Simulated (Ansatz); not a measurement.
Start from Se (space group P3_121, No. 152; a = 4.506 Å, c = 4.991 Å; made of chains).

The other end (x = 1) is Te (space group P3_121, No. 152; made of chains): 36.43 Å³/atom, gap 0.54 eV.

Calculations: r2SCAN, PAW, 500 eV (Ansatz, a quantum-chemistry and plane-wave program; no spin-orbit coupling).

Te replaces a fraction x of Se; each row is one arrangement (x, atoms in the cell, starting space group or random), fully relaxed.

One change was made to it. Results:

```json
[
 {"quantity": "mixing energy", "base": "–", "after": "+15 meV/atom"},
 {"quantity": "band gap", "base": "1.33 eV", "after": "0.50 eV"},
 {"quantity": "volume per atom", "base": "29.25 Å³", "after": "34.14 Å³"},
 {"quantity": "gap character (in this cell's own zone, which can be folded)", "base": "–", "after": "indirect, E → C₂–Y₂ (38 % along)"}
]
```

Problem. Which of these changes matches the shifts?
(A) x(Te) = 0.667, 6 atoms, P2
(B) x(Te) = 0.333, 6 atoms, P1
(C) x(Te) = 0.833, 6 atoms, C2
(D) x(Te) = 0.5, 6 atoms, P1

Solution. A, x(Te) = 0.667, 6 atoms, P2. For comparison, the mixing energy in the other runs: x(Te) = 0.5, 6 atoms, P1 gives -6 meV/atom; x(Te) = 0.833, 6 atoms, C2 gives -2 meV/atom; x(Te) = 0.333, 6 atoms, P1 gives +10 meV/atom.

Each cell is one ordered arrangement of few atoms, which overstates ordering effects compared with a random alloy. Spin-orbit coupling, missing from the scalar runs, can matter with Te. Whether these cells are dynamically stable was not tested. No dispersion term is included, though the crystal is made of layers, chains or molecules, so its spacings can come out too wide. Labels are those of the standard path for the cell's own space group.
